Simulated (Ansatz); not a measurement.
# KI: pressure 50 GPa

Consider KI in the rock salt structure (space group Fm-3m, No. 225; a = 7.092 Å).

Perturbation: cell and atoms relaxed at a pressure of 50 GPa.

All numbers come from r2SCAN/PAW in Ansatz (a program for electronic structure), spin-orbit coupling left out. k-mesh 8×8×8 (Γ-centred); smearing 0.05 eV (Fermi–Dirac).

- Density: 6.34 g/cm³ (base 3.09 g/cm³)
- Lattice parameter a: 5.581 Å (base 7.092 Å)
- Shortest interatomic distance: 2.791 Å (base 3.546 Å)
- Enthalpy H = E + PV relative to the base's energy: +8.60 eV/atom
- Band gap: 2.67 eV (base 4.58 eV)
- Gap character: indirect, Γ → X (base direct at Γ)
- Electron mass: 1.2 mₑ along k, 0.23 mₑ across (at X) (base 0.34 mₑ (at Γ))
- Hole mass (degenerate bands, along [100]): 0.18, 1.0, 1.0 mₑ (at Γ) (base 0.50, 2.6, 2.6 mₑ (at Γ))

With I present, leaving out spin-orbit coupling can change the band edges. Load acts through the strain it causes; cell and atoms are relaxed under it. Effective masses come from finite differences of ±0.01 Å⁻¹. Along k means along the line from Γ to the band edge. Stability against distortions was not tested. No other phases were tried under pressure.
